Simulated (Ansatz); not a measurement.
The starting structures come from a database of crystals and need not be the phases stable at ambient conditions.

Inside the gap of an insulator the Bloch states are evanescent, with a wavenumber k + iκ along the transport direction.

Data:

```yaml
crystal:
  lattice:
    - [6.35676, 0.00000, 0.00000]
    - [0.00000, 9.55674, 0.00000]
    - [0.00000, 3.89269, 4.69635]
  atoms:
    - { symbol: Zn, position: [0.32644, 0.27059, 0.14690] }
    - { symbol: Zn, position: [0.67356, 0.77059, 0.14690] }
    - { symbol: Si, position: [0.82600, 0.02402, 0.38898] }
    - { symbol: Si, position: [0.17400, 0.52402, 0.38898] }
    - { symbol: Cu, position: [0.32585, 0.77678, 0.64542] }
    - { symbol: Cu, position: [0.67415, 0.27678, 0.64542] }
    - { symbol: Cu, position: [0.15302, 0.02735, 0.88893] }
    - { symbol: Cu, position: [0.84698, 0.52735, 0.88893] }
    - { symbol: S, position: [0.33127, 0.28386, 0.51593] }
    - { symbol: S, position: [0.66873, 0.78386, 0.51593] }
    - { symbol: S, position: [0.32607, 0.76517, 0.02932] }
    - { symbol: S, position: [0.67393, 0.26517, 0.02932] }
    - { symbol: S, position: [0.82405, 0.02761, 0.73662] }
    - { symbol: S, position: [0.17595, 0.52761, 0.73662] }
    - { symbol: S, position: [0.14150, 0.02021, 0.27040] }
    - { symbol: S, position: [0.85850, 0.52021, 0.27040] }
```

Space group of this cell: Pc. The cell is taken as given; by PBEsol its mean pressure is -1.0 GPa.

Transport runs along the normal of the first two printed cell vectors.

No gap correction and no spin-orbit coupling; mid-gap values are interpolated between computed energies.

Q: Predict the band gap and the smallest decay constant κ at mid-gap from PBEsol run with Ansatz (an electronic-structure program).

A: Gap 1.65 eV on a 6×4×6 mesh; κ = 0.150 1/Å, at the zone centre.
